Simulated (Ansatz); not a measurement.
zinc-blende GaP: the defect Te on the P site (broken-bond start)

Level of theory: PBE, PAW (plane waves to 420 eV; Ansatz, a quantum-chemistry and plane-wave program). The supercell holds 64 host sites (2×2×2 repeats of a cell of 8 atoms), with a 2×2×2 shifted k-point sampling for the final energies. Sites at the start: the P site; started 0.95 Å off site, one bond broken. Charged cells carry a point-charge image correction with potential alignment at far atoms. Dielectric constants: PBE linear response of the host. Host gap at this level: 1.57 eV. These values are not converged in cell size to better than tenths of an eV. PBE underestimates the host's gap, which shifts levels and can delocalise carriers. Spin–orbit coupling is left out, which matters for these heavy elements. Each state is the lowest found from its start.

Charges with a result: +1, 0, −1. Others weren't obtained, and one of them could lie lower, also by skipping a charge.

| charge | moment (μB) | largest move off a lattice site (Å) | image correction with alignment (eV) |
|---|---|---|---|
| +1 | not spin-polarised | 0.28 | 0.29 |
| 0* | quenched | 0.28 | – |
| −1* | not spin-polarised | 0.29 | – |

* At this level the carrier isn't localised at the defect: at charge 0 electrons occupy the conduction band; at charge −1 electrons occupy the conduction band. Such a state is shallow or no state of the defect, and this cell gives it no level.

Starting moments that weren't kept: charge 0 began with 1 μB and ended with 0.0.
